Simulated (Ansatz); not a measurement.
# Ga on the Si site + Fe interstitial in silicon

The numbers are results of PBE, PAW (plane waves to 420 eV; Ansatz, an electronic-structure program), not measurements. The supercell holds 64 host sites (2×2×2 repeats of the unit cell), with a 2×2×2 shifted k-point sampling for the final energies. Sites at the start: the Si site; void 2.37 Å away. Finite-size correction: monopole term and site-potential alignment. Dielectric constants: PBE linear response of the host. Host gap at this level: 0.61 eV. A cell of this size leaves errors of a few tenths of an eV. PBE underestimates the host's gap, which shifts levels and can delocalise carriers. Spin–orbit coupling is left out, and no Hubbard U is applied to the open shells. Each state is the lowest found from its start.

```csv
charge,moment (μB),largest move off a lattice site (Å),image correction with alignment (eV),above the lowest spin state (eV)
+1†,4.0,0.12,0.31,0.00
+1†,not spin-polarised,0.17,0.36,0.43
0†,3.0,0.16,0.00,0.00
0†,3.0,0.16,0.00,0.00
−1†,2.0,0.09,-0.10,0.00
−1†,not spin-polarised,0.10,-0.09,0.64
```

† Not settled in this cell, so no level is given: charge +1: a level filled in part, carriers not clearly localised, level within 0.1 eV of a band edge or past it; charge 0: carriers not clearly localised; charge −1: carriers not clearly localised.

Starting moments that weren't kept: charge 0 began with 1 μB and ended with 3.0.

Flagged in the runs: a doubtful potential alignment, a strain field that reaches the edge of the cell.
